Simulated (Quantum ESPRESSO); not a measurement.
Quantum ESPRESSO run on Ge3Pd (P1, 4 atoms in the cell): self-consistent single point.

Level of theory: PBEsol, PSlibrary PAW (PBE) pseudopotentials (plane waves; Quantum ESPRESSO).

The change in words: lattice scaled by 0.98. Reference geometry:
```xyz
4
Lattice="4.1420 0.0000 0.0000 0.0000 4.1420 0.0000 0.0000 0.0000 4.1420" Properties=species:S:1:pos:R:3 pbc="T T T"
Ge     0.0053     2.0709     2.0738
Ge     2.0747    -0.0004     2.0794
Ge     2.0889     2.0697     0.0025
Pd    -0.0269     0.0017    -0.0136
```

Reference input (self-consistent single point, DFT, PBEsol, plane waves, PSlibrary PAW (PBE) pseudopotentials): ecutwfc = 40 Ry; ecutrho = 480 Ry; occupations = smearing; smearing = gaussian; degauss = 0.019992 Ry; input_dft = pbesol; potentials = {Ge: Ge.pbe-n-kjpaw_psl.1.0.0.UPF, Pd: Pd.pbe-n-kjpaw_psl.1.0.0.UPF}; K_POINTS = automatic 5 5 5 0 0 0; conv_thr = 1e-09 Ry; mixing_beta = 0.7. This run's input differs from it in these lines:

```diff
@@ -34,5 +34,5 @@
 CELL_PARAMETERS angstrom
-   4.142020000     0.000000000     0.000000000
-   0.000000000     4.142020000     0.000000000
-   0.000000000     0.000000000     4.142020000
+   4.059180000     0.000000000     0.000000000
+   0.000000000     4.059180000     0.000000000
+   0.000000000     0.000000000     4.059180000
```

Output, abridged:

```
     Self-consistent Calculation

     iteration #  1     ecut=    40.00 Ry     beta= 0.70

     Threshold (ethr) on eigenvalues was too large:
     Diagonalizing with lowered threshold

     total energy              =    -809.39000122 Ry
     estimated scf accuracy    <       0.07085602 Ry

     iteration #  2     ecut=    40.00 Ry     beta= 0.70

     total energy              =    -809.38353319 Ry
     estimated scf accuracy    <       0.32727450 Ry

     iteration #  3     ecut=    40.00 Ry     beta= 0.70

     total energy              =    -809.42995777 Ry
     estimated scf accuracy    <       0.00061919 Ry

   [... 5 blocks of this kind left out ...]

     iteration #  9     ecut=    40.00 Ry     beta= 0.70

     total energy              =    -809.43050677 Ry
     estimated scf accuracy    <          2.5E-09 Ry

     iteration # 10     ecut=    40.00 Ry     beta= 0.70
     End of self-consistent calculation

     the Fermi energy is     9.8374 ev

!    total energy              =    -809.43050677 Ry
     estimated scf accuracy    <          2.8E-10 Ry
     smearing contrib. (-TS)   =      -0.00471171 Ry
     internal energy E=F+TS    =    -809.42579506 Ry

     convergence has been achieved in  10 iterations

     Forces acting on atoms (cartesian axes, Ry/au):

     atom    1 type  1   force =     0.00254113    0.00006605   -0.00065118
     atom    2 type  1   force =    -0.00117307   -0.00016189   -0.00092454
     atom    3 type  1   force =    -0.00182885    0.00012647    0.00132627
     atom    4 type  2   force =     0.00046079   -0.00003064    0.00024945

     Total force =     0.003813     Total SCF correction =     0.000006

          total   stress  (Ry/bohr**3)                   (kbar)     P=       10.87
   0.00007390  -0.00000020   0.00000067           10.87       -0.03        0.10
  -0.00000020   0.00007411   0.00000001           -0.03       10.90        0.00
   0.00000067   0.00000001   0.00007364            0.10        0.00       10.83

   JOB DONE.
```

The run converged in 10 iterations. Against the reference run the free energy drops by 10.4 meV/atom, the pressure goes from -4.69 to 1.09 GPa and the largest force goes from 0.050 to 0.067 eV/Å.

The starting cell comes from a database of computed structures (which also holds hypothetical and non-ambient phases and stackings), without a prior relaxation at this level. Its atoms were displaced at random from the sites of space group no. 221. For this run, on top of that: lattice scaled by 0.98. Spin polarisation is off.
